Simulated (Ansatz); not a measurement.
## WC: uniaxial strain ε_xx = −1.50 %

Base system: WC (space group P-6m2, No. 187; a = 2.8843 Å, c = 2.8115 Å; relaxed with 0.1 eV smearing). Axes: x lies along a and z along c of the hexagonal cell.

The change: uniaxial strain ε_xx = −1.50 %, all other strain components held at zero; the atoms relax in the strained cell.

Computed with LDA in Ansatz (plane waves to 420 eV, PAW, scalar-relativistic without spin-orbit coupling). Settings: 23×23×20 k-points, 0.1 eV Fermi–Dirac smearing.

The volume per atom decreases by 0.15 Å³, from 10.13 Å³ to 9.98 Å³ and the space group goes from P-6m2 (No. 187) to Amm2 (No. 38). The shortest interatomic distance shrinks by 0.012 Å (2.179 Å → 2.167 Å) and the energy increases by 5.6 meV/atom. The pressure (mean of the normal stresses, compression positive) goes from zero to 6.3 GPa and the band gap stays zero. The stress (xx, yy, zz, yz, xz, xy; compression positive) comes out as (12.0, 3.9, 3.0, 0.0, 0.0, 0.0) GPa.

Final structure:

```yaml
crystal:
  lattice:
    - [2.84104, 0.00000, 0.00000]
    - [-1.42052, 2.49788, 0.00000]
    - [0.00000, 0.00000, 2.81153]
  atoms:
    - { symbol: W, position: [0.00056, 0.00111, 0.00000] }
    - { symbol: C, position: [0.33278, 0.66555, 0.50000] }
```

Cost of the whole job for the changed cell (relaxation, final SCF and bands): about 2.1 core-minutes (a rough figure).

Whether these cells are dynamically stable was not tested. The final runs are not spin-polarised.

Ansatz is a first-principles code.
